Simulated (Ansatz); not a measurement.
# A self-consistent single point of ScPt3 (Pm-3m, 4 atoms in the cell) with Ansatz

Method of the run: LDA (PW92), default PAW files made with PBE (plane waves; Ansatz, a first-principles code).

Input:

Ansatz 0.2 input:
```yaml
crystal:
  lattice:
    - [3.964319, 0.000000, 0.000000]
    - [0.000000, 3.964319, 0.000000]
    - [0.000000, 0.000000, 3.964319]
  atoms:
    - { symbol: Sc, position: [0.000000, 0.000000, 0.000000] }
    - { symbol: Pt, position: [0.500000, 0.500000, 0.000000] }
    - { symbol: Pt, position: [0.000000, 0.500000, 0.500000] }
    - { symbol: Pt, position: [0.500000, 0.000000, 0.500000] }
basis:
  ecutwfc: 30.9 Ry
kpoints:
  mp_grid: { grid: [8, 8, 8] }
hamiltonian:
  xc: lda
  pseudopotentials: { kind: paw }
scf:
  occupations: { method: fermi_dirac, width: 0.0073 Ry }
output:
  forces: true
  eigenvalues: true
  stress: true
```

Output (repeated stretches shortened):

```
WARN ansatz: RAYON_NUM_THREADS=1 ignored (pool sized by the plan → 1); use --threads N
Pseudopotentials: kind: paw
Pseudopotential: Sc, paw, valence charge 11
Pseudopotential: Pt, paw, valence charge 18
Crystal: 4 atoms, lattice volume = 62.303 Å³
Basis set: ecut = 420.4159175005146 eV, 1213 PW (Γ)
Bands: 39, of which v1, the nominal top of the filled ones, is band 33 counted from 1 (32 counted from 0)
Symmetry: 48 space group operations
Space group: Pm-3m (ITA 221), of the structure as read, at distance tolerance 4.0e-5 Å
k-points: 35 of 512
PAW frozen core: Sc, regenerated for the run's functional, and the local potential with it
PAW frozen core: Pt, regenerated for the run's functional, and the local potential with it
Initial density: superposition of atomic densities (neutral atoms: chi_scale 0, normalization atom), corrected by the library's trained network
Initial wavefunctions: pseudopotential atomic-orbital guess
Eigensolver: davidson
Functional: x = slater, c = lda
SCF iter   1: F=—  HF=-38828.378299 eV  |F-HF|=—  |Δ(HF+E_count)|=         —  Δρ=8.85e-3  dr2=5.99e-2  ethr=1.77e-3  ⟨swp⟩=5.0  Hψ=4298  notcnv=0
all-band conjugate gradients solve this SCF's bands
preconditioner: auto → Kerker (q_TF=auto, 2.748 Å⁻¹)
SCF iter   2: F=—  HF=-38828.372320 eV  |F-HF|=—  |Δ(HF+E_count)|=   5.98e-3  Δρ=4.53e-3  dr2=1.73e-2  ethr=9.22e-5  ⟨swp⟩=1.0  Hψ=1646  notcnv=0
SCF iter   3: F=—  HF=-38828.369617 eV  |F-HF|=—  |Δ(HF+E_count)|=   2.70e-3  Δρ=7.88e-4  dr2=8.54e-4  ethr=2.66e-5  ⟨swp⟩=2.0  Hψ=1652  notcnv=0
SCF iter   4: F=—  HF=-38828.369425 eV  |F-HF|=—  |Δ(HF+E_count)|=   1.92e-4  Δρ=1.92e-4  dr2=5.06e-5  ethr=1.31e-6  ⟨swp⟩=2.2  Hψ=1810  notcnv=0
SCF iter   5: F=—  HF=-38828.369420 eV  |F-HF|=—  |Δ(HF+E_count)|=   5.63e-6  Δρ=3.55e-5  dr2=4.81e-7  ethr=7.78e-8  ⟨swp⟩=2.0  Hψ=1830  notcnv=0
SCF iter   6: F=-38828.369419 eV  HF=-38828.369419 eV  |F-HF|=3.13e-8  |Δ(HF+E_count)|=   1.03e-7  Δρ=8.33e-6  dr2=5.28e-8  ethr=1.54e-10  ⟨swp⟩=5.1  Hψ=5104  notcnv=0
SCF 1 converged in 6 iterations: F = -38828.369419 eV  dr2 = 5.28e-8
SCF converged after 6 iterations
Free energy (F): -38828.369419 eV
Harris-Foulkes:  -38828.369419 eV  (|F-HF|=3.13e-8)
Internal energy: -38828.274917 eV  (E = F + TS)
E sigma→0 (E₀):  -38828.322168 eV
Entropy (-TS):   -0.094502 eV (-23.626 meV/atom)
Fermi energy:    20.304255 eV
--- Per-component energies (eV) ---
  E_band       = -590.927767
  E_kinetic    = 2180.885434
  E_local      = -5443.770145  (includes V_loc(G=0)·N_el)
  E_nonlocal   = 702.710772
  E_hartree    = 2006.498395
  E_xc         = -888.411522
  E_vxc        = -1042.133124  (∫ρ·V_xc dr)
  E_paw        = -28442.182846  (= ΣΔE_a)
  E_vpaw       = -1001.605082  (= ΣTr[D̂ρ^β])
  E_aug_tail   = 0.000530  (compensation charges beyond the density's cutoff)
  E_ewald      = -8945.702066
  E_core_change = 1.696531  (= ΣΔE_core)
  E_smearing   = -0.094502  (= −TS)
  E_closure    = 0.000000  (closes the sum)
  Σ components = -38828.369419   (vs F -38828.369419, Δ=0.00e0)
--- Forces (eV/Å), atoms counted from 1 ---
  atom   1  Sc     0.00000000     0.00000000     0.00000000
   [... zero for the other atoms too ...]
  max |Σ_I F_I| component: 9.81e-29 eV/Å
--- Stress (GPa, compression-positive) ---
       -7.007920       0.000000       0.000000
        0.000000      -7.007920       0.000000
        0.000000       0.000000      -7.007920
  P = ⅓ Tr σ = -7.0079 GPa (-70.079 kbar)
  The stress holds the Pulay correction. Without it, at fixed plane waves, as pw.x and ABINIT print it: P = -7.0459 GPa
--- Band table (eV; the first three rows and the last of 35) ---
  k-point 0: bands = ["-78.1468", "-78.1185", "-78.1185", "-32.3976", "-32.3976", "-32.3976", "-32.2159", "-32.2159", "-32.2159", "-32.1142", "-32.1142", "-32.1142", "-28.1439", "-7.0836", "-7.0836", "-7.0836", "11.2083", "14.0241", "14.2931", [...]
  k-point 1: bands = ["-78.1458", "-78.1195", "-78.1185", "-32.3916", "-32.3916", "-32.3877", "-32.2176", "-32.2176", "-32.2163", "-32.1259", "-32.1187", "-32.1187", "-28.1425", "-7.0928", "-7.0851", "-7.0851", "11.4099", "14.1478", "14.3696", [...]
  k-point 2: bands = ["-78.1432", "-78.1221", "-78.1185", "-32.3754", "-32.3754", "-32.3591", "-32.2231", "-32.2231", "-32.2173", "-32.1588", "-32.1296", "-32.1296", "-28.1389", "-7.1147", "-7.0885", "-7.0885", "11.9849", "14.4634", "14.5668", [...]
  k-point 34: bands = ["-78.1279", "-78.1279", "-78.1279", "-32.4948", "-32.3609", "-32.3609", "-32.3609", "-32.1364", "-32.1364", "-32.1176", "-32.1176", "-32.1176", "-28.1388", "-7.1094", "-7.1094", "-7.1094", "13.7941", "13.7941", "13.7941", [...]
```

The run converged in 6 iterations.

The starting cell comes from a database of computed structures (which also holds hypothetical and non-ambient phases and stackings), without a prior relaxation at this level. Its lattice was rescaled by up to half a per cent. Spin-orbit coupling is off. Spin polarisation is off. With a pressure of about -7 GPa the cell is away from its equilibrium volume at this level. Ansatz's pressure includes its estimate of the finite-basis (Pulay) stress.
